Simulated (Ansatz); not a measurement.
Ansatz (a quantum-chemistry and plane-wave program) run on TcMo (P1, 2 atoms in the cell): self-consistent single point.

Method: PBEsol, default PAW files made with PBE (plane waves; Ansatz).

```xyz
2
Lattice="1.5491 -2.2404 0.0000 1.5491 2.2404 0.0000 0.0000 0.0000 4.4225" Properties=species:S:1:pos:R:3 pbc="T T T"
Tc     1.5583    -0.0059     2.2118
Mo    -0.0093     0.0059    -0.0006
```

Reference input (self-consistent single point, DFT, PBEsol, plane waves, default PAW files made with PBE): basis.ecutwfc = 500 eV; kpoints.mp_grid.grid = 9 9 5; kpoints.mp_grid.shift = 0.5 0.5 0.5; hamiltonian.xc = pbesol; hamiltonian.pseudopotentials = {kind: paw} (the program's default PAW files); scf.occupations.method = cold; scf.occupations.width = 0.272 eV. This run's input differs from it in these lines:

Ansatz 0.2 input:
```diff
@@ -18,3 +18,6 @@
   pseudopotentials:
-    kind: paw
+    kind: paw_fr
+magnetization:
+  noncollinear: true
+  spin_orbit: false
 scf:
```

The program printed (abridged):

```
SCF iter   1: F=—  HF=-10239.409884 eV  |F-HF|=—  |Δ(HF+E_count)|=         —  Δρ=2.13e-1  dr2=3.90e1  dr2_m=0.00e0 (ungated)  ethr=3.10e-3  |M|=0.00e0 ∫|m|=0.00e0 μB  |m|>n=0.0e0 m-floor=0.0e0 τ_xc=0.0e0  β_m=0.30  ⟨swp⟩=5.0  Hψ=26027  notcnv=0
all-band conjugate gradients solve this SCF's bands
preconditioner: auto → none
   [... lines left out ...]
SCF iter   9: F=—  HF=-10234.885839 eV  |F-HF|=—  |Δ(HF+E_count)|=   7.64e-7  S|Δr|=    0.00e0  Δρ=2.39e-5  dr2=1.72e-7  dr2_m=0.00e0 (ungated)  ethr=1.64e-8  |M|=0.00e0 ∫|m|=0.00e0 μB  |m|>n=0.0e0 m-floor=0.0e0 τ_xc=0.0e0  β_m=0.59  ⟨swp⟩=2.0  [...]
SCF iter  10: F=-10234.885839 eV  HF=-10234.885839 eV  |F-HF|=9.16e-9  |Δ(HF+E_count)|=   8.34e-9  S|Δr|=    0.00e0  Δρ=5.14e-6  dr2=9.58e-9  dr2_m=0.00e0 (ungated)  ethr=3.45e-10  |M|=0.00e0 ∫|m|=0.00e0 μB  |m|>n=0.0e0 m-floor=0.0e0 τ_xc=0.0e0  [...]
SCF 1 converged in 10 iterations: F = -10234.885839 eV  dr2 = 9.58e-9
Stability not checked (fill_not_monotonic)
Magnetization: |M| = 0.0000 μB,  M = (+0.0000, +0.0000, +0.0000) μB
Absolute magnetization: 0.0000 μB (∫|m|)
  site 0: m = (+0.0000, +0.0000, +0.0000) μB, |m| = 0.0000 μB  (R = 1.11 Å)
  site 1: m = (+0.0000, +0.0000, +0.0000) μB, |m| = 0.0000 μB  (R = 1.11 Å)
Free energy (F): -10234.885839 eV
Internal energy: -10234.868661 eV  (E = F + TS)
E sigma→0 (E₀):  -10234.880113 eV
Entropy (-TS):   -0.017178 eV (-8.589 meV/atom)
Fermi energy:    21.292221 eV
--- Forces (eV/Å), atoms counted from 1 ---
  atom   1  Tc    -0.00479187     0.02677106    -0.00874798
  atom   2  Mo     0.00479176    -0.02677103     0.00875319
--- Stress (GPa, compression-positive) ---
       -9.817102      -0.004104       0.000717
       -0.004104     -10.686309      -0.001603
        0.000717      -0.001603     -13.342542
  P = ⅓ Tr σ = -11.2820 GPa (-112.820 kbar)
  The stress holds the Pulay correction. Without it, at fixed plane waves, as pw.x and ABINIT print it: P = -11.2977 GPa
```

The run converged in 10 iterations. Against the reference run the pressure stays at -11.28 GPa and the largest force stays at 0.029 eV/Å.

The starting cell comes from a database of computed structures (which also holds hypothetical and non-ambient phases and stackings), without a prior relaxation at this level. Its atoms were displaced at random from the sites of space group no. 65. With a pressure of about -11 GPa the cell is away from its equilibrium volume at this level. Ansatz's pressure includes its estimate of the finite-basis (Pulay) stress.

Cost on one core of a shared machine: roughly 50 s.
